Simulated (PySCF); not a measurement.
PySCF 2.14.0, B3LYP/def2-tzvp, df: [S]=[Pb], 2 atoms. The geometry is a generated start, not checked to be a minimum at this level.

| Quantity | Result |
|---|---|
| task | energy |
| method | b3lyp |
| basis | def2-tzvp |
| two-electron scheme | density fitting |
| mol.max_memory | 3000 MB |
| mf.max_cycle | 100 |
| mf.init_guess | minao (default) |
| mf.DIIS | CDIIS (default) |
| mf.diis_space | 8 (default) |
| mf.conv_tol | 1e-09 (default) |
| mf.grids.level | 3 (default) |
| effective core potentials | those of the basis set, past Kr |
| basis functions | 87 |
| grid points | 42112 |

```xyz
2

Pb     0.0327    -0.0178    -1.1546
S     -0.0327     0.0178     1.1546
```

One run each on 2 threads, 1 BLAS thread. Values of level_shift (Hartree) tried: 0 (default), 0.1, 0.3, 1.

Question: How does the count of Fock builds change with level_shift (Hartree), and where is it least?

Answer: Fewest Fock builds, within one of each other: 0 (default) with 14, 0.1 with 14, 0.3 with 15. The count rises to 49 at 1. All converge to one solution.

```json
[
 {"level_shift (Hartree)": "0 (default)", "Fock builds": "14", "end": "same solution"},
 {"level_shift (Hartree)": "0.1", "Fock builds": "14", "end": "same solution"},
 {"level_shift (Hartree)": "0.3", "Fock builds": "15", "end": "same solution"},
 {"level_shift (Hartree)": "1", "Fock builds": "49", "end": "same solution"}
]
```
